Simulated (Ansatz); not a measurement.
## Effect of 2 layers on InSe

The parent structure is InSe in the beta-GaS type structure (space group P6_3/mmc, No. 194; a = 4.017 Å, c = 16.933 Å; layered, stacked along the Cartesian z axis).

Modification: a free-standing slab of 2 layers (8 atoms, 4 a layer) is cut normal to the stacking axis, with 15 Å of vacuum and the in-plane cell relaxed.

Computed with Kohn–Sham DFT with the r2SCAN+rVV10 functional, run in Ansatz (a program for electronic structure) with PAW and 500 eV plane waves, no spin-orbit coupling. Settings: 10×10×1 k-points, 0.05 eV Fermi–Dirac smearing, for the changed cell.

```csv
quantity,base,changed,shift
layer's space group (with vacuum),–,P-3m1 (No. 164),–
shortest interatomic distance,2.643 Å,2.642 Å,-0.001 Å
band gap,0.85 eV,1.53 eV,+0.671 eV
gap character,–,"indirect, k = (0, 0.100, 0) in the run's primitive reciprocal basis → Γ",–
smallest direct gap,0.85 eV,1.56 eV,+0.71 eV
electron mass (in plane),–,0.17 mₑ (at Γ),–
excess energy per area of both faces (slab less bulk energy over the cell's area: twice a surface energy),–,0.25 J/m²,–
thickness between the outermost nuclei,–,13.82 Å,–
in-plane lattice parameter a,4.017 Å,4.011 Å,-0.0054 Å
```

Slab and bulk use different k-meshes, which limits the precision of the excess energy. Masses are band curvatures over ±0.01 Å⁻¹ around the edge. Stability against distortions was not tested. Labels are those of the standard path for the cell's own space group.
